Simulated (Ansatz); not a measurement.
The starting structures come from a database of crystals and need not be the phases stable at ambient conditions.

 Where the default PAW files enter, the runs use the earlier of Ansatz's two default sets.

Inside the gap of an insulator the Bloch states are evanescent, with a wavenumber k + iκ along the transport direction.

Data:

```
CELL_PARAMETERS angstrom
      4.45444     0.00000     0.00000
      0.00000     4.81102     0.00000
      0.00000     0.00000     5.40923
ATOMIC_POSITIONS crystal
  Ti 0.50000 0.75000 0.67299
  Ti 0.50000 0.25000 0.32701
  Ti 0.00000 0.25000 0.82701
  Ti 0.00000 0.75000 0.17299
  O  0.27145 0.08135 0.61828
  O  0.72855 0.91865 0.38172
  O  0.22855 0.58135 0.88172
  O  0.77145 0.41865 0.11828
  O  0.77145 0.91865 0.88172
  O  0.22855 0.08135 0.11828
  O  0.72855 0.41865 0.61828
  O  0.27145 0.58135 0.38172
```

Space group of this cell: Pbcn. The cell is strained (all lengths scaled by 0.98); by r2SCAN its mean pressure is 16.1 GPa.

Transport runs along the normal of the first two printed cell vectors.

The gap is the functional's own, uncorrected, and κ follows it; spin-orbit coupling is left out. Mid-gap values are interpolated between the computed energies.

Question: Give the band gap and the smallest decay constant κ at mid-gap that r2SCAN run with Ansatz (a quantum-chemistry and plane-wave program) yields.

Answer: Gap 3.22 eV on a 8×6×6 mesh; κ = 0.381 1/Å, at the zone centre.
